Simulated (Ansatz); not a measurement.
Results of r²SCANh (Ansatz, an electronic-structure program, plane waves, PAW) for fluorite AuAl2.

Numerical settings: plane-wave cutoff 520 eV, 8×8×8 k mesh, Fermi–Dirac smearing 0.05 eV, scalar-relativistic PAW data made under PBE.

Cell (relaxed at this level):

```cif
data_Al8Au4
_chemical_formula_sum 'Al8 Au4'
_space_group_name_H-M_alt 'Fm-3m'
_space_group_IT_number 225
_space_group_name_Hall '-F 4 2 3'
_cell_length_a 5.99722
_cell_length_b 5.99722
_cell_length_c 5.99722
_cell_angle_alpha 90.000
_cell_angle_beta 90.000
_cell_angle_gamma 90.000
loop_
_atom_site_label
_atom_site_type_symbol
_atom_site_symmetry_multiplicity
_atom_site_Wyckoff_symbol
_atom_site_fract_x
_atom_site_fract_y
_atom_site_fract_z
_atom_site_occupancy
Al1 Al 8 c 0.25000 0.25000 0.25000 1
Au1 Au 4 a 0.00000 0.00000 0.00000 1
```
(The calculation used a cell of 3 atoms; values per cell refer to that cell.)

Problem. Estimate the bulk modulus B0 and pressure derivative B′ of the bulk modulus that the calculation returns.

Solution. 
* **bulk modulus B0**: 122 GPa
* **pressure derivative B′ of the bulk modulus**: 4.7

Spin–orbit coupling is not included; it can shift volumes and moduli of such heavy elements.

Static lattice: no zero-point or thermal effects.

Computing time: around 26 core-minutes (rough).
